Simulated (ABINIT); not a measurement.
Band structure of NbN (Fm-3m, 2 atoms in the cell).

```yaml
crystal:
  lattice:
    - [0.00000, 2.21132, 2.21132]
    - [2.21132, 0.00000, 2.21132]
    - [2.21132, 2.21132, 0.00000]
  atoms:
    - { symbol: Nb, position: [0.50000, 0.50000, 0.50000] }
    - { symbol: N, position: [0.00000, 0.00000, 0.00000] }
```

Method of the run: PBE, norm-conserving pseudopotentials (PseudoDojo nc-sr-05 PBE standard) (plane waves; ABINIT).

Settings: pseudos = [Nb.upf, N.upf]; ecut = 84 Ry; ixc = 11; occopt = 3; tsmear = 0.1 eV; ngkpt = 17 17 17; nshiftk = 1; shiftk = 0 0 0; potentials = PseudoDojo nc-sr-05 PBE standard; kptopt = 1; nstep = 50; toldfe1 = 1e-09 Ha; ndtset = 2.

The starting cell comes from a database of computed structures (which also holds hypothetical and non-ambient phases and stackings), without a prior relaxation at this level. Its lattice was rescaled by a random factor within 2.5 % of one. Spin polarisation is off.

Levels in eV from the Fermi level, bands 6 to 13:
```csv
point,6,7,8,9,10,11,12,13
Γ,-3.27,-3.27,-3.27,-1.94,-1.94,-1.94,-0.12,-0.12
X,-5.71,-4.90,-3.95,-3.95,1.57,2.72,2.72,3.88
W,-6.56,-5.94,-5.94,-0.09,-0.09,2.73,3.32,4.46
K,-6.71,-5.92,-5.54,-1.85,1.95,2.11,3.93,4.32
L,-8.98,-6.93,-6.93,1.44,1.44,1.93,4.52,6.60
U,-6.71,-5.92,-5.54,-1.85,1.95,2.11,3.93,4.32
```

Bands cross the Fermi level along this path, so the cell is metallic at this level.
